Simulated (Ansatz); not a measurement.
The parent structure is SnS in the GeS type structure (space group Pnma, No. 62; a = 11.1555 Å, b = 3.9999 Å, c = 4.2608 Å). Axes: x, y, z lie along a, b, c of the conventional cell.

Calculations: Kohn–Sham DFT with the PBE-D3(BJ) functional, run in Ansatz (an electronic-structure program) with PAW and 420 eV plane waves, spin-orbit coupling left out, earlier PAW set.

For the base:

The volume per atom is 23.77 Å³. The smallest direct gap is 0.85 eV and the band gap is 0.70 eV.

The change: compressive biaxial strain of 3.91 % in the plane normal to [001], as in epitaxy on a mismatched substrate; the out-of-plane cell vector and the atoms relax.

### Question
What happens to the volume per atom, smallest direct gap and band gap?

### Answer
The volume per atom shrinks by 0.384 Å³ (23.77 Å³ → 23.38 Å³); the smallest direct gap decreases by 0.19 eV, from 0.85 eV to 0.66 eV; the band gap falls by 0.18 eV, from 0.70 eV to 0.52 eV.

Semilocal Kohn–Sham gaps tend to fall short of experiment. No phonon test of stability was made.
